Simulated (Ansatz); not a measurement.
Work function of Cu(110) slab by several functionals

All runs by Ansatz (plane waves, PAW, no spin-orbit coupling): 9 layers on the in-plane lattice of PBE, ions relaxed at each level.

```csv
level,work function (eV),rough cost against PBE (one kind of shared host)
LDA,…,within a factor of 2
PBE,4.34,1
PBEsol,4.49,within a factor of 2
r2SCAN,…,about 2 times
```

Complete the blanks.


- LDA, work function (eV): 4.78
- r2SCAN, work function (eV): 4.37

Which level lies nearest to measurement, and on which side does PBE miss?

Measured (this face): 4.56 eV (measured; Abhirup Patra, Jefferson E. Bates, Jianwei Sun et al., Proceedings of the National Academy of Sciences (2017), arXiv:1702.08515). Misses: LDA +0.22, PBE -0.22, PBEsol -0.07, r2SCAN -0.19 eV. Nearest is PBEsol, though measured values of one face scatter by 0.1 eV or more.

Ansatz is a quantum-chemistry and plane-wave program.
